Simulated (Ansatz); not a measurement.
Defect migration in fcc Rh: Rh vacancy, neutral cell. Level of theory: PBE, PAW (plane waves to 420 eV; Ansatz, a quantum-chemistry and plane-wave program).

Cell of 32 host sites held at the relaxed PBE lattice; a 2×2×2 k-point mesh shifted by half a step; Fermi-Dirac width 0.10 eV, spin-restricted; finite-size errors left in. No zero-point or tunnelling terms. Forms of the defect that were not tried may lie lower.

Barriers: single points on a 4×4×4 k-point mesh shifted by half a step at the bands' geometries.

The only route run: one Rh atom jumps into the vacancy from a nearby Rh site; the atom moves 2.67 Å along (0.00, 0.49, -0.49) of the unit cell; the moving atom starts with neighbours 4 Rh at 2.69, 2 Rh at 2.71, 4 Rh at 2.72, Rh at 2.73 Å and ends with 4 Rh at 2.69, 2 Rh at 2.71, 4 Rh at 2.72, Rh at 2.73 Å. Its barrier is 1.84 eV. The saddle point's order was not checked, and it lies on a symmetry element of the cell, where a band can be held. The defect has 12 equivalent sites to jump to, 2.71 Å away. Attempt frequency: take 10 THz as a typical guess.

Problem. Estimate the defect's diffusion coefficient at 400 K, how far it wanders in 10 years, and how much an error of 0.1 eV in the barrier would matter.

Solution. kT = 0.0345 eV, so each jump happens at Γ = ν exp(−E/kT) = 1.0e13 × exp(−53.38) ≈ 6.6e-11 s⁻¹. For uncorrelated jumps in a cubic host D = z λ² Γ / 6 = 12 × (2.71e-8 cm)² × 6.6e-11 / 6 ≈ 9.7e-26 cm²/s. The root-mean-square distance is √(6Dt) ≈ 0.1 nm, less than one jump, so the defect is frozen in. An error of 0.1 eV changes D by a factor exp(0.1/kT) ≈ 18, and the distance by its square root. This is the isolated defect's own diffusivity; trapping, its concentration and zero-point motion are left out.
